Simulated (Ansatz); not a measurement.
The reference is NbN in the rock salt structure (space group Fm-3m, No. 225; a = 4.4212 Å).

Computed with plane-wave PAW DFT at the PBE level (Ansatz, a program for electronic structure, 420 eV), no SOC, earlier PAW set.

Modification: every Nb is replaced by Y, then cell and atoms are relaxed.

Measured lattice parameter a: NbN 4.391 Å (temperature not stated; as listed in John G. Wright, Huili Grace Xing, Debdeep Jena, Physical Review Materials (2023)); YN 4.877 Å (temperature not stated; as listed in G. Soto, M.G. Moreno-Armenta, A. Reyes-Serrato, Computational Materials Science (2007)).

Question: How well does PBE reproduce the measured shift?

Answer: With PBE the lattice parameter a moves by +0.485 Å (4.421 → 4.906) against +0.486 Å measured.

Stability against distortions was not tested. All final runs are without spin polarisation.
